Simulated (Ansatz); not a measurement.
Functionals compared on a constructed model of the (100) surface of bcc Fe, ferromagnetic (in the relaxation 1 Fe–Sc bonds formed), a pseudomorphic layer of Sc in the host's stacking (bottom of the slab: a bare face, its two planes held), in Ansatz (plane waves, PAW). The structure was relaxed with PBE; the other rows are single points on it. Cutoff 420 eV.

Set-up: 7 atoms, 9.5 Å thick at the start (thin: gaps and levels are the slab's own); mesh 13x13x1; 0.1 eV smearing; dipole correction on; 2 atoms held, the rest relaxed; symmetry of the start imposed; spin-polarised, ending with about 13.3 μB a cell; orders that need a larger cell were not tried, no spin-orbit, no U. It is one candidate, not shown to be the stable structure of the face. These notes are the PBE run's.

```tsv
functional	work function of the top face (eV)	magnetic moment of the cell (μB)	rough cost of the single point
PBE	3.86	13.31	–
RPBE	3.77	13.57	roughly 3 core-minutes
```

Ansatz is a quantum-chemistry and plane-wave program.
